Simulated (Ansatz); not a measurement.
We consider Be3N2 (Ia-3, No. 206), described by PBEsol (Ansatz, a quantum-chemistry and plane-wave program, plane waves, PAW).

Run with plane-wave cutoff 520 eV, 6×6×6 k mesh, Fermi–Dirac smearing 0.01 eV, scalar-relativistic PAW data made under PBE.

Properties against volume:

```tsv
V (Å³/atom)	P (GPa)	direct gap at Γ (eV)
6.401	9.74	3.251
6.535	4.65	3.234
6.668	0.00	3.214
6.802	-4.23	3.195
6.935	-8.08	3.177
```

A straight line through the gaps at Γ against ln V gives a volume deformation potential dE_g(Γ)/d ln V of -0.9 eV: the gap at Γ widens under compression.
